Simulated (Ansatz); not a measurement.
GaN under load (space group P6_3mc): band-edge transport data

Input:

```
CELL_PARAMETERS angstrom
      3.07563     0.00000     0.00000
     -1.53782     2.66358     0.00000
      0.00000     0.00000     5.01436
ATOMIC_POSITIONS crystal
  Ga 0.33333 0.66667 0.99942
  Ga 0.66667 0.33333 0.49942
  N  0.33333 0.66667 0.37558
  N  0.66667 0.33333 0.87558
```

All values below come from PBE with spin-orbit coupling, rigid bands (plane waves, PAW; Ansatz, a quantum-chemistry and plane-wave program). Condition of this run: hydrostatic pressure of 24 GPa (compression positive) (the target of the relaxation). Geometry: cell and atoms relaxed with PBEsol, then loaded as said.

```yaml
band_gap: 2.60 eV
electron conductivity mass (300 K, dilute): 0.24 (x), 0.24 (y), 0.21 (z) mₑ
hole conductivity mass (300 K, dilute): 1.29 (x), 1.29 (y), 1.82 (z) mₑ
effective density of states N_c (300 K): 2.7e18 cm⁻³
effective density of states N_v (300 K): 8.4e19 cm⁻³
density_of_states_mass_electrons: 0.23 mₑ
density_of_states_mass_holes: 2.2 mₑ
Seebeck coefficient, n-type 1e19 cm⁻³, 300 K: -128 μV/K
best n-type power factor at 300 K for τ = 10 fs (best axis; densities from 1e16 to 1e21 cm⁻³ tried, whether or not they can be reached): 2.1 μW/(cm·K²) at 1e19 cm⁻³
Seebeck coefficient, p-type 1e19 cm⁻³, 300 K: 407 μV/K
```

Rigid bands; masses and Seebeck coefficients take one relaxation time τ for all states and one kind of carrier; polarons and phonon drag are left out. Geometry: cell and atoms relaxed with PBEsol.
